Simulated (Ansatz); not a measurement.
The starting structures come from a database of crystals and need not be the phases stable at ambient conditions.

By PBEsol, the system below comes out a metal.

Crystal: Al3Ru2 (I4/mmm, not sure to be the ambient phase, 5 atoms a cell, 13.5 Å³ an atom); planes in its conventional cell.

All values below come from PBEsol (plane waves, PAW; Ansatz, a program for electronic structure).

G/A = (e²/h) × open channels of both spins per area, as a mean over 0.1 eV about the Fermi level, without spin-orbit coupling, for the cells as given.

```json
[
 {"plane": "(001)", "area (Å²)": "9.5", "G/A (10¹⁵ S/m²)": "0.28"},
 {"plane": "(110)", "area (Å²)": "31.1", "G/A (10¹⁵ S/m²)": "(withheld)"},
 {"plane": "(100)", "area (Å²)": "44.0", "G/A (10¹⁵ S/m²)": "(withheld)"}
]
```

Q: Complete the blanks.

A: 
- (110), G/A (10¹⁵ S/m²): 0.52
- (100), G/A (10¹⁵ S/m²): 0.49
